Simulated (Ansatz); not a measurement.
Si vacancy + N on the C site (V_Si+N_C) in 6H silicon carbide (start: the Si(k) site; C(k) 1.90 Å away, along c; 144-site cell, 2×2×1 shifted sampling). Level of theory: PBE, PAW (plane waves to 420 eV; Ansatz, a quantum-chemistry and plane-wave program). Total energies of the localised charge states, counted from that of charge 0, and their image corrections (point charge with alignment); the host's valence-band maximum lies at 9.344 eV on the cells' energy zero and its gap is 2.01 eV.

```
charge  moment (μB)  E − E(first) (eV)  correction (eV)
------  -----------  -----------------  ---------------
0               1.0              0.000            0.000
−1              2.0              9.871            0.295
−2              1.0             20.350            0.871
```

Question: Derive the transition levels above the valence-band maximum and say which of them are thermodynamic.

Answer: A level is the Fermi energy at which two charges have equal formation energy: ε(q/q′) = [E(q′) + corr(q′) − E(q) − corr(q)] / (q − q′) − E_VBM.
ε(0/−1) = [(9.871 + 0.295) − (0.000 + 0.000)] / 1 − 9.344 = 0.82 eV
ε(−1/−2) = [(20.350 + 0.871) − (9.871 + 0.295)] / 1 − 9.344 = 1.71 eV
Thermodynamic levels at least 0.1 eV inside the gap: (0/−1) at 0.82 eV; (−1/−2) at 1.71 eV. They hold to tenths of an eV in this cell. Charges with a result: +1, 0, −1, −2. Others weren't obtained, and one of them could lie lower, also by skipping a charge. Charge +1 has its level within 0.1 eV of a band edge or past it. The geometries come from one start. Flagged in the runs: a host whose relaxation on this sampling wasn't shown to rest.
